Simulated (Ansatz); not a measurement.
## SnO: biaxial strain −1.80 %, plane normal [001], relaxed out of plane

Start from SnO (space group P4/nmm, No. 129; a = 3.769 Å, c = 4.557 Å; layered, stacked along the Cartesian z axis; relaxed with 0.1 eV smearing). Axes: x, y, z lie along a, b, c of the conventional cell.

Now apply this change: compressive biaxial strain of 1.80 % in the plane normal to [001], as in epitaxy on a mismatched substrate; the out-of-plane cell vector and the atoms relax.

Calculations: PBEsol-D3(BJ) (Ansatz, an electronic-structure program), spin-orbit coupling left out. k-mesh 15×15×13 (Γ-centred); smearing 0.1 eV (Fermi–Dirac).

The volume per atom shrinks by 0.41 Å³, from 16.18 Å³ to 15.77 Å³ and the space group stays P4/nmm (No. 129). The shortest interatomic distance shrinks by 0.016 Å, from 2.211 Å to 2.195 Å and the pressure (mean of the normal stresses, compression positive) goes from zero to 2.3 GPa. The band gap stays zero and the out-of-plane strain amounts to +1.05 %. The mean in-plane stress (compression positive) is +3.5 GPa.

Stability against distortions was not tested. All final runs are without spin polarisation. A zero or small gap of SnO can be the functional's error rather than a property of the material.
